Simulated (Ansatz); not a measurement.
Base system: GeS2 in the 2H-MoS2 type structure (space group P6_3/mmc, No. 194; a = 3.428 Å, c = 10.622 Å; a hypothetical phase, not in the database extracts checked; layered, stacked along the Cartesian z axis).

Computed with DFT with PBE-D3(BJ), PAW potentials and a 420 eV plane-wave cutoff in Ansatz (an electronic-structure program), no spin-orbit coupling, earlier PAW set.

For the base:

```
Property               Value
-------------------  -------
c/a ratio              3.099
Lattice parameter a  3.428 Å
```

Modification: a hydrostatic pressure of 60 GPa.

Q: Predict the new c/a ratio.

A: The c/a ratio goes up by 0.173, from 3.099 to 3.272.

Q: What happens to the lattice parameter a?

A: The lattice parameter a shrinks by 0.475 Å (3.428 Å → 2.953 Å).

Load acts through the strain it causes; cell and atoms are relaxed under it. Stability against distortions was not tested. Competing high-pressure phases were not computed. The final runs are not spin-polarised.
